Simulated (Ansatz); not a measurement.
Effect of isotropic strain −1.48 % on TiSe2

The parent structure is TiSe2 in the CdI2 type structure (space group P-3m1, No. 164; a = 3.4801 Å, c = 5.8719 Å; layered, stacked along the Cartesian z axis; relaxed with 0.1 eV smearing).

It is then changed as follows: an isotropic linear strain of −1.48 %, atoms relaxed at fixed cell.

Level of theory: Ansatz (a first-principles code), PBE-D3(BJ), PAW, cutoff 420 eV, spin-orbit coupling left out. k-mesh 19×19×10 (Γ-centred); smearing 0.1 eV (Fermi–Dirac).

| quantity | base | changed | shift |
|---|---|---|---|
| volume per atom | 20.53 Å³ | 19.63 Å³ | -0.90 Å³ |
| space group | P-3m1 (No. 164) | P-3m1 (No. 164) | – |
| energy relative to the base (free energy F) | 0 meV/atom | +6.2 meV/atom | +6.2 meV/atom |
| pressure (mean of the normal stresses, compression positive) | 0.0 GPa | 2.3 GPa | +2.3 GPa |
| band gap | zero | zero | – |
| largest internal atomic displacement | – | 0.035 Å | – |

Final structure:

```xyz
3
Lattice="3.4285 0.0000 0.0000 -1.7143 2.9692 0.0000 0.0000 0.0000 5.7850" Properties=species:S:1:pos:R:3 pbc="T T T"
Ti     0.0000     0.0000     0.0000
Se     1.7143     0.9897     1.5673
Se     0.0000     1.9795     4.2177
```

Cost of the whole job for the changed cell (relaxation, final SCF and bands): about 110 core-seconds (a rough figure).

Whether these cells are dynamically stable was not tested. All final runs are without spin polarisation.
